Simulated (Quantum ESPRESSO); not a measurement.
Input and output of a self-consistent single point for CdIn (P-6m2, 2 atoms in the cell) (Quantum ESPRESSO).

Computed with LDA (PZ), GBRV 1.5 ultrasoft (LDA) pseudopotentials (plane waves; Quantum ESPRESSO).

```yaml
crystal:
  lattice:
    - [3.21861, 0.00000, 0.00000]
    - [-1.60931, 2.78740, 0.00000]
    - [0.00000, 0.00000, 5.91615]
  atoms:
    - { symbol: Cd, position: [0.00000, 0.00000, 0.50000] }
    - { symbol: In, position: [0.66667, 0.33333, 0.00000] }
```

Reference input (self-consistent single point, DFT, PBEsol, plane waves, GBRV 1.5 ultrasoft (PBESOL) pseudopotentials): ecutwfc = 40 Ry; ecutrho = 200 Ry; occupations = smearing; smearing = fd; degauss = 0.0073499 Ry; potentials = {Cd: cd_pbesol_v1.uspp.F.UPF, In: in_pbesol_v1.4.uspp.F.UPF}; K_POINTS = automatic 8 8 4 0 0 0; conv_thr = 1e-09 Ry; mixing_beta = 0.7. This run's input differs from it in these lines:

```diff
@@ -25,4 +25,4 @@
 ATOMIC_SPECIES
-Cd   112.4140  cd_pbesol_v1.uspp.F.UPF
-In   114.8180  in_pbesol_v1.4.uspp.F.UPF
+Cd   112.4140  cd_lda_v1.uspp.F.UPF
+In   114.8180  in_lda_v1.4.uspp.F.UPF
 ATOMIC_POSITIONS {alat}
```

Log, with long lists cut:

```
     Self-consistent Calculation

     iteration #  1     ecut=    40.00 Ry     beta= 0.70

     negative rho (up, down):  1.702E-02 0.000E+00

     total energy              =    -245.87204147 Ry
     estimated scf accuracy    <       3.52313370 Ry

     iteration #  2     ecut=    40.00 Ry     beta= 0.70

     negative rho (up, down):  1.987E-02 0.000E+00

     total energy              =    -247.05908604 Ry
     estimated scf accuracy    <       2.63012584 Ry

     iteration #  3     ecut=    40.00 Ry     beta= 0.70

     negative rho (up, down):  2.000E-02 0.000E+00

     total energy              =    -247.56430682 Ry
     estimated scf accuracy    <       0.23426464 Ry

   [... 5 blocks of this kind left out ...]

     iteration #  9     ecut=    40.00 Ry     beta= 0.70

     negative rho (up, down):  1.998E-02 0.000E+00

     total energy              =    -247.61146701 Ry
     estimated scf accuracy    <          2.6E-09 Ry

     iteration # 10     ecut=    40.00 Ry     beta= 0.70

     negative rho (up, down):  1.998E-02 0.000E+00
     End of self-consistent calculation

     the Fermi energy is     9.0645 ev

!    total energy              =    -247.61146702 Ry
     estimated scf accuracy    <          4.6E-11 Ry
     smearing contrib. (-TS)   =      -0.00220425 Ry
     internal energy E=F+TS    =    -247.60926277 Ry

     convergence has been achieved in  10 iterations

     negative rho (up, down):  1.998E-02 0.000E+00

     Forces acting on atoms (cartesian axes, Ry/au):

     atom    1 type  1   force =     0.00000000    0.00000000    0.00000000
     atom    2 type  2   force =     0.00000000   -0.00000000    0.00000000

     Total force =     0.000000     Total SCF correction =     0.000000

     negative rho (up, down):  1.998E-02 0.000E+00
          total   stress  (Ry/bohr**3)                   (kbar)     P=      -60.85
  -0.00044740  -0.00000000   0.00000000          -65.82       -0.00        0.00
  -0.00000000  -0.00044740   0.00000000           -0.00      -65.82        0.00
   0.00000000  -0.00000000  -0.00034618            0.00       -0.00      -50.93

   JOB DONE.
```

The run converged in 10 iterations. Against the reference run the pressure goes from -4.43 to -6.09 GPa.

The starting cell comes from a database of computed structures (which also holds hypothetical and non-ambient phases and stackings), without a prior relaxation at this level. Its lattice was rescaled by a random factor within 2.5 % of one. With a pressure of about -6 GPa the cell is away from its equilibrium volume at this level.
